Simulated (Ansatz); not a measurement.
The starting structures come from a database of crystals and need not be the phases stable at ambient conditions.

By LDA and PBEsol, the system below comes out a metal.

Given:

```
CELL_PARAMETERS angstrom
      4.68747     0.00000     0.00000
     -2.34373     4.05947     0.00000
      2.34373     1.35316     0.95683
ATOMIC_POSITIONS crystal
  Au 0.00000 0.00000 0.00000
```

Space group of this cell: Im-3m, bcc (W type). The cell is taken as given; by PBEsol its mean pressure is -9.3 GPa.

The current runs along the normal of the first two printed vectors, the (111) plane. All runs by Ansatz (an electronic-structure program), plane waves and PAW, without spin-orbit coupling; the base is PBEsol.

```tsv
run	mean pressure (GPa)	G/A, both spins (10¹⁵ S/m²)
base	-9.3	0.90
all lengths scaled by 0.98	-0.8	[?]
all lengths scaled by 1.02	-14.8	[?]
lda in place of pbesol	-13.4	[?]
```

### Question
Fill in the missing entries.

### Answer

- all lengths scaled by 0.98, G/A, both spins (10¹⁵ S/m²): 0.93
- all lengths scaled by 1.02, G/A, both spins (10¹⁵ S/m²): 0.86
- lda in place of pbesol, G/A, both spins (10¹⁵ S/m²): 0.89
